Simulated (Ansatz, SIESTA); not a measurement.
An Ansatz (an electronic-structure program) input for a self-consistent single point of TiO₂ (I4_1/amd, 6 atoms in the cell) (DFT, PBE, plane waves, default PAW files):

Ansatz 0.2 input:
```yaml
crystal:
  lattice:
    - [-1.909426, 1.909426, 4.853662]
    - [1.909426, -1.909426, 4.853662]
    - [1.909426, 1.909426, -4.853662]
  atoms:
    - { symbol: Ti, position: [0.000000, 0.000000, 0.000000] }
    - { symbol: Ti, position: [0.750000, 0.250000, 0.500000] }
    - { symbol: O, position: [0.957150, 0.457150, 0.500000] }
    - { symbol: O, position: [0.207150, 0.207150, 0.000000] }
    - { symbol: O, position: [0.792850, 0.792850, 0.000000] }
    - { symbol: O, position: [0.542850, 0.042850, 0.500000] }
kpoints:
  mp_grid: { grid: [8, 8, 8] }
hamiltonian:
  xc: pbe
  pseudopotentials: { kind: paw }
scf:
  occupations: { method: fermi_dirac, width: 0.0037 Ry }
output:
  forces: true
  eigenvalues: true
  stress: true
```

Write the same calculation as an input for SIESTA.

One input that does it (others would too):

```
# files in the folder: Ti.psml O.psml (PseudoDojo PBE standard)
SystemName  TiO2
SystemLabel tio2

NumberOfAtoms                6
NumberOfSpecies              2
%block ChemicalSpeciesLabel
  1 22 Ti
  2 8 O
%endblock ChemicalSpeciesLabel
LatticeConstant              1.0 Ang
%block LatticeVectors
    -1.909426000    1.909426000    4.853662000
     1.909426000   -1.909426000    4.853662000
     1.909426000    1.909426000   -4.853662000
%endblock LatticeVectors
AtomicCoordinatesFormat      Ang
%block AtomicCoordinatesAndAtomicSpecies
     0.000000000    0.000000000    0.000000000  1
    -0.000000000    1.909426000    2.426831000  1
     0.000000000    1.909426000    4.437703167  2
    -0.000000000    0.000000000    2.010872167  2
    -0.000000000    0.000000000    7.696451833  2
     0.000000000    1.909426000    0.415958833  2
%endblock AtomicCoordinatesAndAtomicSpecies

XC.functional                GGA
XC.authors                   PBE
PAO.BasisSize                TZP
PAO.EnergyShift              0.01 Ry
MeshCutoff                   350 Ry
%block kgrid.MonkhorstPack
    8   0   0  0.0
    0   8   0  0.0
    0   0   8  0.0
%endblock kgrid.MonkhorstPack
OccupationFunction           FD
ElectronicTemperature        580.23 K

MaxSCFIterations             150
SCF.Mixer.Method             Pulay
SCF.Mixer.Weight             0.25
SCF.Mixer.History            6
SCF.DM.Tolerance             1.0E-04
Diag.ParallelOverK           true
WriteForces                  true
Charge.Mulliken              end
```

Basis, cutoffs, solver keys and any potentials are the target program's own. This input uses DFT, GGA PBE, numerical atomic orbitals TZP, PseudoDojo PBE standard norm-conserving potentials (rewritten from UPF to PSML). The width in Ry is rounded to four decimals.

The starting cell comes from a database of computed structures (which also holds hypothetical and non-ambient phases and stackings), without a prior relaxation at this level. Its lattice was rescaled by a random factor within 2.5 % of one.
